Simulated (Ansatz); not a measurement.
# ScAs (Fm-3m): band-structure transport figures

Input:

```
ScAs
1.0
    0.00000     2.70493     2.70493
    2.70493     0.00000     2.70493
    2.70493     2.70493     0.00000
Sc As
1 1
Cartesian
  0.00000   0.00000   0.00000
  2.70493   2.70493   2.70493
```

Computed with PBEsol, rigid bands (plane waves, PAW, scalar-relativistic; Ansatz, a first-principles code). Geometry: cell and atoms relaxed with PBEsol.

```json
{
 "density of states at the Fermi level": "0.277 states/(eV·cell), both spins",
 "bare Sommerfeld coefficient": "0.33 mJ/(mol of atoms·K²)",
 "drude_plasma_energy": "3.1 eV",
 "root-mean-square Fermi velocity": "7.3e5 m/s",
 "resistivity times τ": "50 ×10⁻²² Ω·m·s"
}
```

A metal at this level (no band gap); rigid bands, thermally averaged at 300 K, both spins. Spin-orbit coupling is left out. τ is one relaxation time for all states.

Formula and space group known from diffraction (Crystallography Open Database), not checked to be the room-temperature form: ScAs (Fm-3m).
